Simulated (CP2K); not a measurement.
CP2K run on LaH3 (I4/mmm, 4 atoms in the cell): self-consistent single point

Level of theory: PBEsol, GPW, DZVP-MOLOPT-SR-GTH basis, GTH-PBE potentials (GTH_POTENTIALS) run with CP2K.

Input as run:

```
&GLOBAL
  PROJECT scf
  RUN_TYPE ENERGY_FORCE
  PRINT_LEVEL LOW
&END GLOBAL
&FORCE_EVAL
  METHOD Quickstep
  STRESS_TENSOR ANALYTICAL
  &DFT
    BASIS_SET_FILE_NAME BASIS_MOLOPT
    BASIS_SET_FILE_NAME BASIS_MOLOPT_UCL
    POTENTIAL_FILE_NAME GTH_POTENTIALS
    &QS
      METHOD GPW
      EPS_DEFAULT 1E-10
    &END QS
    &MGRID
      CUTOFF 500
      REL_CUTOFF 50
      NGRIDS 5
    &END MGRID
    &SCF
      SCF_GUESS ATOMIC
      EPS_SCF 1E-6
      MAX_SCF 100
      ADDED_MOS 4
      &DIAGONALIZATION
        ALGORITHM STANDARD
      &END DIAGONALIZATION
      &MIXING
        METHOD BROYDEN_MIXING
        ALPHA 0.3
        NBUFFER 8
        BETA 1.5
      &END MIXING
      &SMEAR ON
        METHOD FERMI_DIRAC
        ELECTRONIC_TEMPERATURE [K] 580.23
      &END SMEAR
    &END SCF
    &KPOINTS
      SCHEME MONKHORST-PACK 6 6 6
      GAMMA_CENTERED T
    &END KPOINTS
    &XC
      &XC_FUNCTIONAL
        &PBE
          PARAMETRIZATION PBESOL
        &END PBE
      &END XC_FUNCTIONAL
    &END XC
    &PRINT
      &MO
        EIGENVALUES T
        OCCUPATION_NUMBERS T
        NDIGITS 8
        FILENAME mo
        &EACH
          QS_SCF 0
        &END EACH
        ADD_LAST NUMERIC
      &END MO
      &MULLIKEN OFF
      &END MULLIKEN
    &END PRINT
  &END DFT
  &SUBSYS
    &CELL
      A 4.08751500 0.00000000 0.00000000
      B 0.57165000 4.04734400 0.00000000
      C -2.32958300 -2.02367200 2.68059200
      PERIODIC XYZ
    &END CELL
    &COORD
      La       0.00000000     0.00000000     0.00000000
      H        2.04375725     0.00000000     1.34029600
      H        0.28582475     2.02367200     1.34029600
      H        2.32958250     2.02367200     0.00000000
    &END COORD
    &KIND La
      BASIS_SET DZVP-MOLOPT-SR-GTH
      POTENTIAL GTH-PBE-q11
    &END KIND
    &KIND H
      BASIS_SET DZVP-MOLOPT-SR-GTH
      POTENTIAL GTH-PBE-q1
    &END KIND
  &END SUBSYS
  &PRINT
    &FORCES ON
    &END FORCES
    &STRESS_TENSOR ON
    &END STRESS_TENSOR
  &END PRINT
&END FORCE_EVAL
```

Output (repeated stretches shortened):

```
 GLOBAL| Method name                                                        CP2K
 GLOBAL| Project name                                                        scf
 GLOBAL| Run type                                                   ENERGY_FORCE

 TOTAL NUMBERS AND MAXIMUM NUMBERS

  Total number of            - Atomic kinds:                                   2
                             - Atoms:                                          4
                             - Shell sets:                                     4
                             - Shells:                                        17
                             - Primitive Cartesian functions:                 22
                             - Cartesian basis functions:                     46
                             - Spherical basis functions:                     41

  Maximum angular momentum of- Orbital basis functions:                        3
                             - Local part of the GTH pseudopotential:          2
                             - Non-local part of the GTH pseudopotential:      3

 SCF PARAMETERS         Density guess:                                    ATOMIC
                        max_scf:                                             100
                        max_diis:                                              4
                        eps_scf:                                        1.00E-06
                        eps_diis:                                       1.00E-01
                        eps_eigval:                                     1.00E-05
                        level_shift [a.u.]:                             0.000000
                        added MOs                                         4    0
                        Mixing method:                            BROYDEN_MIXING
                                                charge density mixing in g-space
                        Smear method:                                FERMI_DIRAC
                        Electronic temperature [K]:                        580.2
                        Electronic temperature [a.u.]:                  1.84E-03
                        Accuracy threshold:                             1.00E-10
                        No outer SCF

 Extrapolation method: initial_guess

 Number of electrons:                                                         14
 Number of occupied orbitals:                                                  7
 Number of molecular orbitals:                                                11

 Number of orbital functions:                                                 41
 Number of independent orbital functions:                                     41

 SCF WAVEFUNCTION OPTIMIZATION

  Step     Update method      Time    Convergence         Total energy    Change
     1 NoMix/Diag. 0.30E+00      -     1.22027316       -33.3336271512 -3.33E+01
     2 Broy./Diag. 0.30E+00      -     0.02583966       -33.5574733870 -2.24E-01
     3 Broy./Diag. 0.30E+00      -     0.05367181       -33.4352937705  1.22E-01
     4 Broy./Diag. 0.30E+00      -     0.00521251       -33.4274144011  7.88E-03
     5 Broy./Diag. 0.30E+00      -     0.00348702       -33.4305486049 -3.13E-03
     6 Broy./Diag. 0.30E+00      -     0.00055887       -33.4243530926  6.20E-03
     7 Broy./Diag. 0.30E+00      -     0.00036408       -33.4202999310  4.05E-03
   [... 2 lines left out ...]
    10 Broy./Diag. 0.30E+00      -     0.00000551       -33.4188028695  6.78E-05
    11 Broy./Diag. 0.30E+00      -     0.00000443       -33.4188284688 -2.56E-05
    12 Broy./Diag. 0.30E+00      -     0.00000177       -33.4188388311 -1.04E-05
    13 Broy./Diag. 0.30E+00      -     0.00000117       -33.4188490015 -1.02E-05
    14 Broy./Diag. 0.30E+00      -     0.00000021       -33.4188524047 -3.40E-06

  *** SCF run converged in    14 steps ***

  Electronic density on regular grids:        -13.9999999991        0.0000000009
  Core density on regular grids:               13.9999999985       -0.0000000015
  Total charge density on r-space grids:       -0.0000000007
  Total charge density g-space grids:          -0.0000000007

  Overlap energy of the core charge distribution:               0.00000000000001
  Self energy of the core charge distribution:                -68.03230001612080
  Core Hamiltonian energy:                                     14.07085075435923
  Hartree energy:                                              25.89667741100904
  Exchange-correlation energy:                                 -5.35403357035812
  Electronic entropic energy:                                  -0.00004698357084
  Fermi energy:                                                 0.29940775637418

  Total energy:                                               -33.41885240467958
  Total energy (extrapolated to T->0):                        -33.41882891289416

 ENERGY| Total FORCE_EVAL ( QS ) energy [hartree]            -33.418853622983065

 FORCES| Atomic forces [hartree/bohr]
 FORCES|   Atom     x               y               z               |f|
 FORCES|      1  3.80703837E-16 -1.23839800E-14 -2.30055894E-10   2.30055894E-10
 FORCES|      2  2.55176325E-09  1.07645359E-09 -3.86954726E-10   2.79642307E-09
 FORCES|      3 -2.55176311E-09 -1.07645133E-09  4.89259426E-10   2.81240418E-09
 FORCES|      4 -1.63256343E-15 -1.86368386E-15  1.27777249E-10   1.27777249E-10
 FORCES| Sum    -1.11778023E-15 -1.19900776E-14  2.60559506E-14
 FORCES| Total atomic force                                       2.87040756E-14

 STRESS| Analytical stress tensor [bar]
 STRESS|                        x                   y                   z
 STRESS|      x       -5.07654420809E+04   8.15822391082E+03   1.58303376659E-01
 STRESS|      y        8.15822391082E+03  -5.30699176760E+04   6.87804696124E-03
 STRESS|      z        1.58303376659E-01   6.87804696124E-03  -6.01568182589E+04
 STRESS| 1/3 Trace                                            -5.46640593386E+04
```

The run converged in 14 iterations.

The starting cell comes from a database of computed structures (which also holds hypothetical and non-ambient phases and stackings), without a prior relaxation at this level. Its lattice was rescaled by a random factor within 2.5 % of one. Values carry the incompleteness of an atom-centred basis. The potentials were made for another functional than the one used. With a pressure of about -5 GPa the cell is away from its equilibrium volume at this level.

Cost on one core of a shared machine: roughly 80 s.
